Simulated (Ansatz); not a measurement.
An Ansatz (a program for electronic structure) input (Kohn–Sham DFT with the PBEsol functional, run in Ansatz with PAW and 420 eV plane waves, no spin-orbit coupling, earlier PAW set):

Ansatz 0.2 input:
```yaml
crystal:
  lattice:
    - [0.0749873485, 2.8297112655, 2.8297112655]
    - [2.904698614, 0, 2.904698614]
    - [2.8297112655, 2.8297112655, 0.0749873485]
  atoms:
    - { symbol: As, position: [0.75, 0.75, 0.75] }
    - { symbol: Ga, position: [0, 0, 0] }
basis: { ecutwfc: 420, ecutrho_ratio: 4, xc_grid: 2, fft_grid_basis: typed }
kpoints: { mp_grid: { grid: [10, 10, 10] } }
hamiltonian:
  xc: pbesol
  dispersion: none
  pseudopotentials: { azcp: { folder: ./paw }, kind: paw }
scf: { occupations: { method: fermi_dirac, width: 0.05 }, convergence: { dr2_threshold: 0.0000000002 } }
relax: { f_tol: 0.005, max_steps: 50 }
output: { forces: true, stress: true }
checkpoint: { write: state.ck, write_every: 1000 }
```

Problem. Which symmetry and how many k-points will the program report, and about how many plane waves at Γ?

Solution. Space group Imm2 (ITA 44) with 4 operations, k-points 171 of 1000, and 889 plane waves at Γ.

The cells carry an imposed strain or load. Stability against distortions was not tested. The cell was made from GaAs in the zinc blende structure (space group F-43m, No. 216) by this change: tensor shear ε_xz = +2.65 %.
